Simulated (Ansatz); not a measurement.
System: TaW (model structure, Fm-3m, No. 225, 2 atoms in the cell). Method: PBEsol (PAW; Ansatz, a first-principles code).

From the output:

```
WARN output.stress: scf.convergence.dr2_threshold = 1e-7 eV (the SCF's general default) is looser than the 2e-10 eV advised for a printed stress (1e-10 eV for …
Relaxation: its limit of steps is 80 (relax.max_steps)
Crystal: 2 atoms, lattice volume = 36.745 Å³
Basis set: ecut = 520 eV, 965 PW (Γ), exchange–correlation on 60×60×60 points (8 copies of the dense FFT grid, shifted against one another)
Bands: 18, of which v1, the nominal top of the filled ones, is band 14 counted from 1 (13 counted from 0)
Symmetry: 48 space group operations
Space group: Fm-3m (ITA 225), of the structure as read, at distance tolerance 3.3e-5 Å
k-points: 195 of 5832
Functional: x = pbesol(κ = 0.804, μ = 0.12345679012345678), c = pbesol(β = 0.046)
SCF iter   1: F=—  HF=-20060.603796 eV  |F-HF|=—  |Δ(HF+E_count)|=         —  Δρ=5.70e-3  dr2=8.08e-3
SCF iter   2: F=—  HF=-20060.603538 eV  |F-HF|=—  |Δ(HF+E_count)|=   2.58e-4  Δρ=3.26e-3  dr2=2.62e-3
  ...
SCF iter   5: F=-20060.603303 eV  HF=-20060.603303 eV  |F-HF|=5.93e-9  |Δ(HF+E_count)|=   2.43e-7  Δρ=1.03e-5  dr2=2.72e-8
SCF iter   6: F=-20060.603303 eV  HF=-20060.603303 eV  |F-HF|=5.82e-11  |Δ(HF+E_count)|=  1.78e-10  Δρ=1.82e-6  dr2=6.36e-10
SCF 1 converged in 6 iterations: F = -20060.603303 eV  dr2 = 6.36e-10
relax step   1: F+E_penalty+E_count = -20060.60330278 eV  Δ(F+E_penalty+E_count) = +0.000e0 eV  max|allowed force component| = 1.499e-28 eV/Å  Δτ_max = 0.0000 Å  (6 SCF iters, accepted)
SCF converged after 6 iterations
Free energy (F): -20060.603303 eV
Internal energy: -20060.595018 eV  (E = F + TS)
E sigma→0 (E₀):  -20060.599160 eV
Fermi energy:    18.387720 eV
--- Forces (eV/Å), atoms counted from 1 ---
  atom   1  Ta    -0.00000000    -0.00000000    -0.00000000
  atom   2  W      0.00000000    -0.00000000     0.00000000
--- Stress (GPa, compression-positive) ---
        4.051256      -0.000000       0.000000
       -0.000000       4.051256       0.000000
        0.000000       0.000000       4.051256
  P = ⅓ Tr σ = 4.0513 GPa (40.513 kbar)
```

**Question.** Write an input file that could have produced this run (the log leaves some choices open).

**Answer.** This is not unique; one that fits is 
Ansatz 0.2 input:
```yaml
crystal:
  lattice:
    - [0.0, 2.6386869727, 2.6386869727]
    - [2.6386869727, 0.0, 2.6386869727]
    - [2.6386869727, 2.6386869727, 0.0]
  atoms:
    - { symbol: Ta, position: [0.0, 0.0, 0.0] }
    - { symbol: W, position: [0.5, 0.5, 0.5] }
basis:
  ecutwfc: 520
  ecutrho_ratio: 4
  xc_grid: 2
kpoints:
  mp_grid: { grid: [18, 18, 18] }
hamiltonian:
  xc: pbesol
  dispersion: none
  pseudopotentials: { kind: paw }
scf:
  occupations: { method: fermi_dirac, width: 0.05 }
output:
  forces: true
  stress: true
  eigenvalues: true
relax:
  f_tol: 0.004
  escape_saddle: false
  max_steps: 80
```

The cell is one volume of an energy–volume scan, off the minimum.

The PAW data were made under PBE.

Note: the run has no spin polarisation, so it can have missed a magnetic state. Note: the relaxation could raise the start's symmetry but not lower it, so the cell can be a saddle point.

A model structure was made by putting elements into a prototype or built by hand; it is no filed structure, need not be a known phase, and can be a saddle point held by its symmetry.
